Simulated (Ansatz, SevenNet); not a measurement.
For SiO2 (model structure, started from the 3R-MoS2 type, R3m, No. 160, 3 atoms in the cell), the machine-learned potential SevenNet-0 (trained on PBE and PBE+U data) gives:

| Property | Value |
|---|---|
| equilibrium lattice constant a | 2.482 Å |
| lattice parameter c | 15.603 Å |

### Question
What does r²SCAN in Ansatz (plane waves, PAW) give for the same quantities?

### Answer

- lattice constant a: 2.600 Å (rises by 4.8 %)
- lattice parameter c: 15.432 Å (decreases by 1.1 %)

Changes are worked out from the printed values.

Unless a cell is named, each level is at its own relaxed cell (SevenNet-0 9.25, r²SCAN 10.03 Å³/atom).

Caveats: the cell moved over 20 % in volume from its start (SevenNet-0). Ansatz's density-functional and Hartree–Fock values are scalar-relativistic unless marked +SOC, with PAW data made under PBE.

A model structure was made by putting elements into a prototype or built by hand; it is no filed structure, need not be a known phase, and can be a saddle point held by its symmetry.

Ansatz is a program for electronic structure.
